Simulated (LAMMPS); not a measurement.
Consider a melt of ZnSe (zinc blende) with 75 % of Zn sites Cd, 1728 atoms, cooled from 2200 K to 300 K at 1e+13 K/s, at zero pressure in molecular dynamics.

Method: classical MD, pair style sw, file CdTeZnSeHgS0.sw (LAMMPS).

| r (Å) | g(r), Cd-Se | g(r), Se-Zn |
|---|---|---|
| 2.220 | 0.000 | 0.000 |
| 2.260 | 0.000 | 0.012 |
| 2.300 | 0.000 | 0.110 |
| 2.340 | 0.002 | 0.770 |
| 2.380 | 0.024 | 3.15 |
| 2.420 | 0.109 | 7.45 |
| 2.460 | 0.519 | 12.3 |
| 2.500 | 1.92 | 13.5 |
| 2.540 | 4.27 | 11.8 |
| 2.580 | 7.38 | 7.70 |
| 2.620 | 9.47 | 4.37 |
| 2.660 | 9.46 | 2.17 |
| 2.700 | 8.22 | 1.23 |
| 2.740 | 6.05 | 0.688 |
| 2.780 | 4.02 | 0.438 |
| 2.820 | 2.57 | 0.248 |
| 2.860 | 1.55 | 0.188 |
| 2.900 | 0.880 | 0.106 |
| 2.940 | 0.547 | 0.093 |
| 2.980 | 0.373 | 0.031 |
| 3.020 | 0.241 | 0.040 |
| 3.060 | 0.163 | 0.033 |
| 3.100 | 0.137 | 0.038 |
| 3.140 | 0.098 | 0.047 |
| 3.180 | 0.092 | 0.033 |
| 3.220 | 0.070 | 0.036 |
| 3.260 | 0.075 | 0.055 |
| 3.300 | 0.070 | 0.034 |
| 3.340 | 0.081 | 0.033 |
| 3.380 | 0.083 | 0.038 |
| 3.420 | 0.085 | 0.042 |
| 3.460 | 0.114 | 0.044 |
| 3.500 | 0.116 | 0.038 |
| 3.540 | 0.119 | 0.083 |
| 3.580 | 0.142 | 0.103 |
| 3.620 | 0.143 | 0.167 |
| 3.660 | 0.138 | 0.175 |
| 3.700 | 0.145 | 0.227 |
| 3.740 | 0.158 | 0.242 |
| 3.780 | 0.202 | 0.239 |
| 3.820 | 0.204 | 0.312 |
| 3.860 | 0.250 | 0.277 |
| 3.900 | 0.301 | 0.419 |
| 3.940 | 0.345 | 0.380 |
| 3.980 | 0.408 | 0.487 |
| 4.020 | 0.473 | 0.493 |
| 4.060 | 0.533 | 0.564 |
| 4.100 | 0.573 | 0.692 |
| 4.140 | 0.631 | 0.736 |
| 4.180 | 0.694 | 0.850 |
| 4.220 | 0.715 | 0.874 |
| 4.260 | 0.804 | 0.880 |
| 4.300 | 0.881 | 0.867 |
| 4.340 | 0.955 | 0.995 |
| 4.380 | 0.931 | 1.08 |
| 4.420 | 0.994 | 1.01 |
| 4.460 | 1.01 | 1.06 |
| 4.500 | 1.03 | 1.02 |
| 4.540 | 1.02 | 1.10 |
| 4.580 | 1.09 | 1.16 |
| 4.620 | 1.16 | 1.14 |
| 4.660 | 1.16 | 1.26 |
| 4.700 | 1.25 | 1.26 |
| 4.740 | 1.32 | 1.24 |
| 4.780 | 1.34 | 1.39 |
| 4.820 | 1.39 | 1.43 |
| 4.860 | 1.42 | 1.48 |
| 4.900 | 1.45 | 1.44 |
| 4.940 | 1.38 | 1.39 |
| 4.980 | 1.41 | 1.45 |
| 5.020 | 1.38 | 1.42 |
| 5.060 | 1.39 | 1.43 |
| 5.100 | 1.34 | 1.34 |
| 5.140 | 1.30 | 1.26 |
| 5.180 | 1.24 | 1.25 |
| 5.220 | 1.18 | 1.19 |
| 5.260 | 1.12 | 1.09 |
| 5.300 | 1.07 | 1.11 |
| 5.340 | 1.01 | 1.02 |
| 5.380 | 0.948 | 0.945 |
| 5.420 | 0.902 | 0.873 |
| 5.460 | 0.875 | 0.891 |
| 5.500 | 0.812 | 0.865 |
| 5.540 | 0.827 | 0.804 |
| 5.580 | 0.774 | 0.841 |
| 5.620 | 0.781 | 0.787 |
| 5.660 | 0.834 | 0.782 |
| 5.700 | 0.792 | 0.798 |
| 5.740 | 0.837 | 0.785 |
| 5.780 | 0.835 | 0.850 |
| 5.820 | 0.917 | 0.895 |
| 5.860 | 0.896 | 0.984 |
| 5.900 | 0.955 | 0.978 |
| 5.940 | 1.02 | 1.13 |
| 5.980 | 1.03 | 1.25 |
| 6.020 | 1.11 | 1.33 |
| 6.060 | 1.19 | 1.36 |
| 6.100 | 1.23 | 1.44 |
| 6.140 | 1.25 | 1.50 |
| 6.180 | 1.32 | 1.51 |
| 6.220 | 1.38 | 1.46 |
| 6.260 | 1.42 | 1.55 |

Read from the full data:
- state found: glass
- first peak of g(r), Cd-Se: 2.65 Å, height 9.5
- coordination number of Cd by Se: 3.71 (counted to 3.30 Å)
- coordination number of Se by Cd: 2.78 (counted to 3.30 Å)
- first peak of g(r), Se-Zn: 2.50 Å, height 13.5
